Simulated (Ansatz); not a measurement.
By hand: reaction energy

Consider the reaction energy. Reaction: 1/2 Al (fcc) + 1/2 Ni (fcc) → 1/2 AlNi (CsCl type). The sign is products less reactants.

AlNi (CsCl type, Pm-3m), 128 atoms in the cell, the relaxed perfect crystal repeated, atoms not moved again; spin state with PBE: no moments. Conventional cell: a = 2.893 Å, b = 2.893 Å, c = 2.893 Å, α = 90.00°, β = 90.00°, γ = 90.00°.

Ni (fcc, Fm-3m), 1 atom in the cell; spin state with PBE: net moment 0.6 μB a cell.

Method: Ansatz (a first-principles code), PAW, neutral cells at 0 K with nuclei at rest, on structures from PBE. Ansatz runs with its default PAW set. Other levels take these structures. The lattices are those relaxed with PBE, so at other levels the solids can be strained, which adds to the spread. A dispersion term (D3(BJ), or D4 for r2SCAN) was computed beside these levels and is taken off wherever the name lacks it. No search over spin orders was made beyond those shown.

Total energies of the cells in eV, at zero smearing width. They compare only within one column; the weights balance every element.

| cell | atoms | weight | r2SCAN | r2SCAN+D4 |
|---|---|---|---|---|
| AlNi (CsCl type) | 128 | +1 | -408770.46868 | -408789.53834 |
| Al (fcc) | 1 | −64 | -540.40590 | -540.52430 |
| Ni (fcc) | 1 | −64 | -5845.28069 | -5845.43674 |

r2SCAN: (-408770.46868) − 64 × (-540.40590) − 64 × (-5845.28069) = -86.527 eV; dividing by 128 gives -0.68 eV.

r2SCAN+D4: (-408789.53834) − 64 × (-540.52430) − 64 × (-5845.43674) = -88.032 eV; dividing by 128 gives -0.69 eV.

What follows from the r2SCAN value: Per mole of the reaction as written, -0.676 eV × 96.485 = -65.2 kJ.
